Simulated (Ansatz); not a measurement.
Consider the reaction energy. Reaction: Te (P3₁21) + H2 (gas) → TeH2 (gas). Negative: the products are lower in energy.

Te (P3₁21), 3 atoms in the cell, k-point mesh 12×12×6 on the run's own vectors. Conventional cell: a = b = 4.316 Å, c = 5.967 Å, α = β = 90.00°, γ = 120.00°.

An isolated TeH2 molecule (singlet) in a box of 13 × 11 × 13 Å.
```xyz
3

Te     0.0000     0.0000    -0.7885
H      1.1813     0.0000     0.3942
H     -1.1813     0.0000     0.3942
```

An isolated H2 molecule (singlet) in a box of 11 × 11 × 13 Å.

Plane-wave PAW calculations with Ansatz (a program for electronic structure), its default PAW set, cutoff 420 eV, 500 eV for r2SCAN. The structures are at rest with PBE+D3(BJ); other levels are single points on them. HSE06 runs on coarser k-point meshes, mended by the PBE difference between the two meshes. Neutral cells; Fermi-Dirac smearing of at most 0.05 eV in the solids, energies taken to zero width. The lattices are those relaxed with PBE+D3(BJ), so at other levels the solids can be strained, which adds to the spread. A dispersion term (D3(BJ), or D4 for r2SCAN) was computed beside these levels and is taken off wherever the name lacks it. The PAW files were made for PBE and serve at the other functionals too. Space groups of crystals are read within 0.01 Å. Static lattices, no vibrational contributions. Spin-orbit coupling is left out.

What value does r2SCAN give?

0.78 eV, for Te (P3₁21) + H2 (gas) → TeH2 (gas).

How does the value move with the functional?


| Method | value (eV) | less r2SCAN |
|---|---|---|
| PBE | 0.77 | -0.01 |
| r2SCAN+D4 | 0.94 | 0.16 |
| HSE06 | 0.64 | -0.14 |

The levels shown span 0.30 eV, from HSE06 (0.64) to r2SCAN+D4 (0.94).
